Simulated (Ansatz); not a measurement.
The starting structures come from a database of crystals and need not be the phases stable at ambient conditions.

By PBEsol, the system below comes out a metal.

The ballistic (Sharvin) conductance counts the channels at the Fermi level: G/A = (e²/h) × channels of both spins per area.

Given:

```yaml
crystal:
  lattice:
    - [4.04639, 0.00000, 0.00000]
    - [-0.02861, 4.04629, 0.00000]
    - [2.00889, 2.02314, 2.95747]
  atoms:
    - { symbol: Al, position: [0.25000, 0.75000, 0.50000] }
    - { symbol: Al, position: [0.75000, 0.25000, 0.50000] }
    - { symbol: Cu, position: [0.50000, 0.50000, 0.00000] }
```

Space group of this cell: Fmmm. The cell is strained (lengths along the current scaled by 1.03, ions clamped); by PBEsol its mean pressure is -3.0 GPa.

The current flows along the normal of the first two printed cell vectors. No spin-orbit coupling; the value is a mean over 0.1 eV about the Fermi level.

Estimate the ballistic conductance per area that PBEsol (Ansatz, a program for electronic structure) returns for this system.

0.79 × 10¹⁵ S/m² for both spins.
